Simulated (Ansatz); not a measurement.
Input:

End structure of the (211) surface of rock-salt HfN in its 1x1 cell (cut with top plane Hf + N, bottom plane Hf + N), outermost plane spacing 0.93 Å in the ideal cut:

```
CELL_PARAMETERS angstrom
      3.21568     0.00000     0.00000
      0.00000     7.87677     0.00000
      0.00000     0.00000    26.50000
ATOMIC_POSITIONS crystal
  Hf 0.50000 0.33439 0.31438
  N  0.50000 0.82297 0.31615
  Hf 0.00000 0.68289 0.33723
  N  0.00000 0.17229 0.34284
  Hf 0.50000 0.00354 0.37324
  N  0.50000 0.49749 0.37745
  Hf 0.00000 0.33377 0.41450
  N  0.00000 0.83029 0.41159
  Hf 0.50000 0.65937 0.44612
  N  0.50000 0.16302 0.44734
  Hf 0.00000 0.99948 0.48309
  N  0.00000 0.50361 0.48463
  Hf 0.50000 0.33386 0.51691
  N  0.50000 0.82972 0.51537
  Hf 0.00000 0.67396 0.55388
  N  0.00000 0.17031 0.55266
  Hf 0.50000 0.99956 0.58550
  N  0.50000 0.50304 0.58841
  Hf 0.00000 0.32979 0.62676
  N  0.00000 0.83584 0.62255
  Hf 0.50000 0.65044 0.66277
  N  0.50000 0.16105 0.65716
  Hf 0.00000 0.99895 0.68562
  N  0.00000 0.51036 0.68385
```

Set-up: 24 atoms, Hf12N12, 10.2 Å thick at the start (thin: gaps and levels are the slab's own); mesh 12x5x1; 0.1 eV smearing; dipole correction on; all atoms relaxed; held to the start's symmetry, so lower structures may exist; no spin, no spin-orbit, no U.

What is the computed surface energy (mean of both faces) (Ansatz (a program for electronic structure) with PBE)?

142 meV/Å²

Predict the work function of the top face from PBE.

3.98 eV
